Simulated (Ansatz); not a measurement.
The starting structures come from a database of crystals and need not be the phases stable at ambient conditions.

 Where the default PAW files enter, the runs use the earlier of Ansatz's two default sets.

By PBEsol, the system below comes out a metal.

Here is the system:

```
CELL_PARAMETERS angstrom
      5.00144     0.00000     0.00000
      0.00000     7.07310     0.00000
      0.00000     3.53655     3.53655
ATOMIC_POSITIONS crystal
  Ir 0.00000 0.50000 0.00000
  Ir 0.50000 0.00000 0.50000
  Ir 0.00000 0.00000 0.00000
  Ir 0.50000 0.50000 0.50000
  O  0.65013 0.84987 0.00000
  O  0.34987 0.15013 0.00000
  O  0.15013 0.65013 0.50000
  O  0.84987 0.34987 0.50000
  O  0.34987 0.34987 0.30026
  O  0.65013 0.65013 0.69974
  O  0.84987 0.15013 0.19974
  O  0.15013 0.84987 0.80026
```

Space group of this cell: Pa-3. The cell is strained (all lengths scaled by 1.02); by PBEsol its mean pressure is -23.1 GPa.

The current flows along the normal of the first two printed cell vectors, the (110) plane of the conventional cell. No spin-orbit coupling; the value is a mean over 0.1 eV about the Fermi level.

Problem. Estimate the ballistic conductance per area that PBEsol run with Ansatz (a first-principles code) returns for this system.

Solution. 0.82 × 10¹⁵ S/m² for both spins.
